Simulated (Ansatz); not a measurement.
Defect migration in zinc-blende AlAs: interstitial Zn, charge state +2. Computed with PBE, PAW (plane waves to 420 eV; Ansatz, a first-principles code).

Settings: 64 host sites, the relaxed PBE lattice, one k-point at (0.250, 0.250, 0.250), smearing 0.01 eV, spin-restricted, no image-charge correction. Energies are static. The charge state is imposed; whether it is stable for some Fermi level was not computed. Sites that were not tried may lie lower.

Barriers: single points on a 2×2×2 k-point mesh shifted by half a step at the bands' geometries.

Relaxed starting cell (atoms counted from 1):

```xyz
65
Lattice="11.4572 0.0000 0.0000 0.0000 11.4572 0.0000 0.0000 0.0000 11.4572" Properties=species:S:1:pos:R:3 pbc="T T T"
Al    -0.0604    -0.0693     0.0447
Al    -0.0040    -0.0124     5.7029
Al     0.0002     5.7380    -0.0044
Al    -0.0601     5.7875     5.6496
Al     5.7449    -0.0075    -0.0047
Al     5.7914    -0.0661     5.6515
Al     5.8222     5.8118     0.0732
Al     5.7430     5.7343     5.7084
As     1.4187     1.4089     4.2653
As     1.4192     1.4144    10.0294
As     1.4451     7.1623     4.2753
As     1.4261     7.1721    10.0282
As     7.1715     1.4362     4.2782
As     7.1791     1.4204    10.0296
As     7.1687     7.1608     4.2840
As     7.1803     7.1735    10.0006
Al     0.0087     2.8629     2.8466
Al    -0.0923     2.8577     8.5769
Al     0.0036     8.5943     2.8505
Al     0.0087     8.5870     8.5767
Al     5.7372     2.8640     2.8567
Al     5.8271     2.8686     8.5866
Al     5.7473     8.5938     2.8545
Al     5.7362     8.5951     8.5806
As     1.4250     4.3124     1.4303
As     1.4168     4.3073     7.1269
As     1.4472    10.0189     1.4226
As     1.4191    10.0073     7.1262
As     7.1812     4.2828     1.4324
As     7.1777     4.3107     7.1353
As     7.1694    10.0240     1.4219
As     7.1709    10.0176     7.1550
Al     2.8730     0.0001     2.8461
Al     2.8623    -0.0971     8.5803
Al     2.8738     5.7282     2.8540
Al     2.8695     5.8220     8.5785
Al     8.6012    -0.0054     2.8514
Al     8.5938     0.0010     8.5796
Al     8.6050     5.7392     2.8580
Al     8.6024     5.7273     8.5820
As     4.3208     1.4193     1.4300
As     4.3156     1.4108     7.1323
As     4.2902     7.1727     1.4288
As     4.3197     7.1707     7.1345
As    10.0267     1.4373     1.4235
As    10.0151     1.4083     7.1274
As    10.0314     7.1616     1.4227
As    10.0236     7.1627     7.1550
Al     2.8774     2.8706     0.0826
Al     2.8672     2.8557     5.6198
Al     2.8715     8.5987    -0.0144
Al     2.8684     8.5853     5.7157
Al     8.6065     2.8642    -0.0118
Al     8.5945     2.8616     5.7181
Al     8.6055     8.5969     0.0006
Al     8.5992     8.5927     5.7114
As     4.3161     4.3086     4.2739
As     4.3363     4.3343    10.0462
As     4.2856    10.0143     4.2748
As     4.3193    10.0155    10.0254
As    10.0235     4.2746     4.2762
As    10.0225     4.3113    10.0268
As    10.0257    10.0166     4.2778
As    10.0233    10.0152     9.9922
Zn     2.8840     2.8811     8.5965
```
Cell charge +2.

End state 1 differs by these moves (Å; atoms that move under 0.08 Å are left out):

```tsv
atom	element	Δx	Δy	Δz
1	Al	0.06	0.06	-0.05
4	Al	0.07	-0.04	0.05
6	Al	-0.04	0.07	0.04
7	Al	-0.06	-0.06	-0.08
8	Al	0.09	0.09	-0.08
9	As	-0.07	-0.06	-0.06
15	As	0.06	0.06	-0.05
18	Al	0.10	-0.02	0.02
22	Al	0.00	-0.10	0.09
34	Al	-0.01	0.10	0.02
36	Al	-0.09	0.00	0.10
49	Al	-0.02	-0.02	-0.10
50	Al	-0.12	-0.11	-0.02
65	Zn	1.40	1.39	-1.47
```

Q: Give the forward and backward barriers to end state 1 at the level PBE, PAW.

A: forward 0.51 eV, backward 0.072 eV; at the saddle point atom 65 has neighbours 2 Al at 2.58, Al at 2.60, Al at 3.24; 3 As at 2.53 Å. The saddle point's order was not checked, and it lies on a symmetry element of the cell, where a band can be held.
